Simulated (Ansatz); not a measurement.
Ansatz (an electronic-structure program), DFT, PBE, plane waves, its default PAW files: cubic perovskite SrTiO3, atoms displaced (Sr8Ti8O24), 40 atoms. Basis and mesh were picked for this test and aren't claimed converged.

Ansatz 0.2 input:
```yaml
crystal:
  lattice:
    - [7.81, 0.0, 0.0]
    - [0.0, 7.81, 0.0]
    - [0.0, 0.0, 7.81]
  atoms:
    - { symbol: Sr, position: [0.004247, 0.994265, 0.998734] }
    - { symbol: Sr, position: [0.997705, 0.000429, 0.498157] }
    - { symbol: Sr, position: [0.001097, 0.501266, 0.999959] }
    - { symbol: Sr, position: [0.004592, 0.493901, 0.492765] }
    - { symbol: Sr, position: [0.495845, 0.007176, 0.009934] }
    - { symbol: Sr, position: [0.500989, 0.000835, 0.501658] }
    - { symbol: Sr, position: [0.494618, 0.499164, 0.995808] }
... (30 lines of coordinates left out) ...
    - { symbol: O, position: [0.750065, 0.748698, 0.506021] }
    - { symbol: O, position: [0.501197, 0.74696, 0.745736] }
    - { symbol: O, position: [0.75373, 0.496055, 0.748697] }
kpoints:
  mp_grid: { grid: [2, 2, 2] }
hamiltonian:
  xc: pbe
  pseudopotentials: { kind: paw }
scf:
  occupations: { method: fixed }
output:
  forces: true
```

The program reports k-points after symmetry: 8, bands at the start: 200, electrons: 320, plane waves at Γ: 9315, cutoff (eV): 420, FFT grid: 54×54×54, symmetry operations: 1.

It runs on a single node (AMD EPYC (Zen 5), 96 cores on 1 socket, no SMT, 12 L3 cache groups).

Each time is the median wall time of two to five repeats, run one at a time on the otherwise empty machine; start-up is included. Processes are pinned to neighbouring cores unless said otherwise. Build: release build for x86-64 with AVX-512, one process with threads. Other compilers and libraries give other times. Scratch files lie in a memory file system.

Started as
```bash
OMP_NUM_THREADS=32 ANSATZ_TIMINGS=1 ansatz run --backend cpu --threads 32 --max-ram 200GiB --events-out run.ndjson --runs-dir run.runs --progress --plain run.yaml
```
(32 threads) it takes 1.2 s and 7 SCF iterations.

Q: Estimate the wall time with 16 threads, free to use the whole host (workers unbound).

A: About 1.5 s (3 runs within 1 %): 1.3× as long, on 16 cores in place of 32, so 0.66× the core-time. The largest move is in band solves (diag): 0.71 s to 1.0 s. What the program resolved moves too: eigensolver slots from 8 to 7, workers bound from true to false. Applications of H to a band go from 24565 to 24587. Change in the result: energy under 0.001 meV/atom, forces (largest component) under 0.001 meV/Å.
